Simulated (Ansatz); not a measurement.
Band structure of Sc2GeB2Ir5 (P4/mbm, 20 atoms in the cell).

```
CELL_PARAMETERS angstrom
      9.28117     0.00000     0.00000
      0.00000     9.28117     0.00000
      0.00000     0.00000     3.17040
ATOMIC_POSITIONS crystal
  Sc 0.67491 0.17491 0.00000
  Sc 0.32509 0.82509 0.00000
  Sc 0.82509 0.67491 0.00000
  Sc 0.17491 0.32509 0.00000
  Ge 0.00000 0.00000 0.00000
  Ge 0.50000 0.50000 0.00000
  B  0.12465 0.62465 0.00000
  B  0.87535 0.37535 0.00000
  B  0.37535 0.12465 0.00000
  B  0.62465 0.87535 0.00000
  Ir 0.21534 0.07190 0.50000
  Ir 0.78466 0.92810 0.50000
  Ir 0.92810 0.21534 0.50000
  Ir 0.07190 0.78466 0.50000
  Ir 0.71534 0.42810 0.50000
  Ir 0.28466 0.57190 0.50000
  Ir 0.42810 0.28466 0.50000
  Ir 0.57190 0.71534 0.50000
  Ir 0.50000 0.00000 0.50000
  Ir 0.00000 0.50000 0.50000
```

Method: PBEsol, default PAW files made with PBE (plane waves; Ansatz, a quantum-chemistry and plane-wave program).

Settings: kpoints.mp_grid.grid = 3 3 7; hamiltonian.xc = pbesol; hamiltonian.pseudopotentials = {kind: paw} (the program's default PAW files); scf.occupations.method = fermi_dirac; scf.occupations.width = 0.05 eV; kpoints.band_path.npoints = 10.

The starting cell comes from a database of computed structures (which also holds hypothetical and non-ambient phases and stackings), without a prior relaxation at this level. Spin-orbit coupling is off. Spin polarisation is off.

Levels in eV from the Fermi level, bands 124 to 131:
| point | 124 | 125 | 126 | 127 | 128 | 129 | 130 | 131 |
|---|---|---|---|---|---|---|---|---|
| Γ | -1.26 | -1.26 | -1.25 | 0.71 | 0.74 | 0.74 | 0.90 | 1.10 |
| X | -1.46 | -1.12 | -1.12 | 0.61 | 0.61 | 0.95 | 0.95 | 0.98 |
| M | -1.44 | -1.06 | -1.06 | 0.52 | 0.52 | 0.86 | 0.86 | 1.30 |
| Z | -0.71 | -0.71 | -0.40 | -0.33 | -0.30 | -0.25 | -0.25 | -0.15 |
| R | -0.83 | -0.58 | -0.58 | -0.25 | -0.25 | -0.19 | -0.19 | -0.19 |
| A | -0.57 | -0.47 | -0.47 | -0.27 | -0.27 | -0.13 | -0.13 | -0.05 |

Bands cross the Fermi level along this path, so the cell is metallic at this level.

Keys are those of Ansatz 0.2.
